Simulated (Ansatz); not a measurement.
NaCaH₃ (model structure, started from the KMgH3 type, Pm-3m, No. 221, 5 atoms in the cell)

Method: LDA (PAW; Ansatz, an electronic-structure program).

Numerical settings: plane-wave cutoff 520 eV, 8×8×8 k mesh, Fermi–Dirac smearing 0.01 eV, scalar-relativistic PAW data made under PBE.

Cell (relaxed with PBEsol):

```xyz
5
Lattice="4.3143 0.0000 0.0000 0.0000 4.3143 0.0000 0.0000 0.0000 4.3143" Properties=species:S:1:pos:R:3 pbc="T T T"
Na     0.0000     0.0000     0.0000
Ca     2.1572     2.1572     2.1572
H      2.1572     0.0000     2.1572
H      0.0000     2.1572     2.1572
H      2.1572     2.1572     0.0000
```

```yaml
band_gap: 2.19 eV (indirect)
smallest_direct_gap_on_the_k_points_sampled: 2.64 eV
direct gap at Γ: 7.06 eV
```

Note: the relaxation could raise the start's symmetry but not lower it, so the cell can be a saddle point; cell and atoms aren't relaxed at this level (pressure -1.2 GPa).

Static lattice: no zero-point or thermal effects.

Computing time: roughly 7 core-seconds.

A model structure was made by putting elements into a prototype or built by hand; it is no filed structure, need not be a known phase, and can be a saddle point held by its symmetry.
